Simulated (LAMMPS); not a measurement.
System: a symmetric tilt boundary about [001] in Si (diamond structure), boundary plane (310) of one grain on (3-10) of the other.

Level of theory: classical force field (static), pair style tersoff/mod/c, file Si.tersoff.modc (LAMMPS).

boundary energy (lowest found): 0.541 J/m²
excess volume: 0.09 Å
Σ: 5
rotation about the axis: 36.87 °
disorientation (full cubic symmetry): 36.87 °
largest excess energy of an atom: 0.16 eV
lattice constant at 0 K: 5.434 Å
cost: very roughly 100 core-seconds

Potential: file Si.tersoff.modc of the LAMMPS distribution.

Caution: the lowest energy was reached by 1 of 150 starts, so a lower structure may have been missed.
